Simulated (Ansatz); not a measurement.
The parent structure is Ti$_{3}$Al (space group P6_3/mmc, No. 194).

```yaml
crystal:
  lattice:
    - [5.74737, 0.00000, 0.00000]
    - [-2.87369, 4.97737, 0.00000]
    - [0.00000, 0.00000, 4.63190]
  atoms:
    - { symbol: Ti, position: [0.82982, 0.65964, 0.25000] }
    - { symbol: Ti, position: [0.17018, 0.82982, 0.75000] }
    - { symbol: Ti, position: [0.34036, 0.17018, 0.25000] }
    - { symbol: Ti, position: [0.17018, 0.34036, 0.75000] }
    - { symbol: Ti, position: [0.82982, 0.17018, 0.25000] }
    - { symbol: Ti, position: [0.65964, 0.82982, 0.75000] }
    - { symbol: Al, position: [0.33333, 0.66667, 0.25000] }
    - { symbol: Al, position: [0.66667, 0.33333, 0.75000] }
```

Cartesian axes are those of the cell as printed.

Calculations: r2SCAN in Ansatz (plane waves to 500 eV, PAW, no spin-orbit coupling), earlier PAW set.

Base values:

Volume per atom: 16.56 Å³
Pressure: 0.0 GPa

One thing is altered: tensile biaxial strain of 2.13 % in the plane normal to [001], as in epitaxy on a mismatched substrate; the out-of-plane cell vector and the atoms relax.

### Question
What does the calculation give for the volume per atom after the change?

### Answer
The volume per atom grows by 0.51 Å³ to 17.07 Å³.

### Question
Estimate the effect on the pressure.

### Answer
The pressure (mean of the normal stresses, compression positive) goes from zero to -3.3 GPa.

### Question
How does this affect the energy relative to the base?

### Answer
The energy grows by 11 meV/atom.

Stability against distortions was not tested. All final runs are without spin polarisation.

Ansatz is a quantum-chemistry and plane-wave program.
